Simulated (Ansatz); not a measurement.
Ansatz (a quantum-chemistry and plane-wave program) run on AgAs (Pnma, 8 atoms in the cell): self-consistent single point.

Level of theory: PBE (plane waves, PAW; Ansatz).

```
AgAs
1.0
    8.08310     0.00000     0.00000
    0.00000     4.33369     0.00000
    0.00000     0.00000     5.96176
Ag As
4 4
Direct
  0.18000   0.25000   0.12500
  0.32000   0.75000   0.62500
  0.82000   0.75000   0.87500
  0.68000   0.25000   0.37500
  0.03600   0.25000   0.61000
  0.46400   0.75000   0.11000
  0.96400   0.75000   0.39000
  0.53600   0.25000   0.89000
```

Reference input (self-consistent single point, DFT, PBE, plane waves, default PAW files): basis.ecutwfc = 30.9 Ry; kpoints.mp_grid.grid = 3 6 4; hamiltonian.xc = pbe; hamiltonian.pseudopotentials = {kind: paw} (the program's default PAW files); scf.occupations.method = methfessel_paxton; scf.occupations.width = 0.0147 Ry. This run's input differs from it in these lines:

Ansatz 0.2 input:
```diff
@@ -17,3 +17,3 @@
 kpoints:
-  mp_grid: { grid: [3, 6, 4] }
+  mp_grid: { grid: [8, 15, 11] }
 hamiltonian:
```

The program printed (abridged):

```
SCF iter   1: F=—  HF=-49782.757470 eV  |F-HF|=—  |Δ(HF+E_count)|=         —  Δρ=2.44e-3  dr2=2.87e-2  ethr=1.77e-3  ⟨swp⟩=5.2  Hψ=62340  notcnv=0
all-band conjugate gradients solve this SCF's bands
preconditioner: auto → LDOS
SCF iter   2: F=—  HF=-49782.756179 eV  |F-HF|=—  |Δ(HF+E_count)|=   1.29e-3  S|Δr|=    0.00e0  Δρ=1.48e-3  dr2=8.63e-3  ethr=2.11e-5  ⟨swp⟩=2.1  Hψ=31174  notcnv=0
   [... lines left out ...]
SCF iter   5: F=—  HF=-49782.753273 eV  |F-HF|=—  |Δ(HF+E_count)|=   2.08e-4  S|Δr|=    0.00e0  Δρ=2.67e-5  dr2=1.19e-6  ethr=1.18e-8  ⟨swp⟩=2.0  Hψ=28889  notcnv=0
SCF iter   6: F=—  HF=-49782.753274 eV  |F-HF|=—  |Δ(HF+E_count)|=   3.97e-7  S|Δr|=    0.00e0  Δρ=9.70e-6  dr2=1.92e-7  ethr=7.35e-11  ⟨swp⟩=8.6  Hψ=85539  notcnv=0
SCF iter   7: F=-49782.753274 eV  HF=-49782.753274 eV  |F-HF|=6.30e-9  |Δ(HF+E_count)|=   1.34e-8  S|Δr|=    0.00e0  Δρ=1.84e-6  dr2=6.73e-9  ethr=7.35e-11  ⟨swp⟩=4.0  Hψ=60252  notcnv=0
SCF 1 converged in 7 iterations: F = -49782.753274 eV  dr2 = 6.73e-9
Stability not checked (fill_not_monotonic)
Free energy (F): -49782.753274 eV
Internal energy: -49782.758885 eV  (E = F + TS)
E sigma→0 (E₀):  -49782.754676 eV
Entropy (-TS):   0.005612 eV (0.701 meV/atom)
Fermi energy:    8.828240 eV
--- Forces (eV/Å), atoms counted from 1 ---
  atom   1  Ag     0.03194872     0.00000000    -0.01043413
  atom   2  Ag    -0.03194872     0.00000000    -0.01043413
  atom   3  Ag    -0.03194872     0.00000000     0.01043413
  atom   4  Ag     0.03194872     0.00000000     0.01043413
   [... lines left out ...]
  atom   8  As     0.21850931     0.00000000    -0.19504632
--- Stress (GPa, compression-positive) ---
       -6.264748       0.000000       0.000000
        0.000000      -5.180453       0.000000
        0.000000       0.000000      -7.479800
  P = ⅓ Tr σ = -6.3083 GPa (-63.083 kbar)
  The stress holds the Pulay correction. Without it, at fixed plane waves, as pw.x and ABINIT print it: P = -6.3434 GPa
```

The run converged in 7 iterations. Against the reference run the free energy goes down by 7.8 meV/atom, the pressure goes from -6.19 to -6.31 GPa and the largest force goes from 0.316 to 0.293 eV/Å.

The starting cell was generated: these elements placed on a structure prototype, without a prior relaxation; it need not be a known phase or ordering of this composition. With a pressure of about -6 GPa the cell is away from its equilibrium volume at this level. Ansatz's pressure includes its estimate of the finite-basis (Pulay) stress. The run gives no clean gap (levels at the Fermi energy touch, overlap or are partly filled at this smearing), which alone does not show that the compound is a metal.

Cost on one core of a shared machine: roughly 2 min.
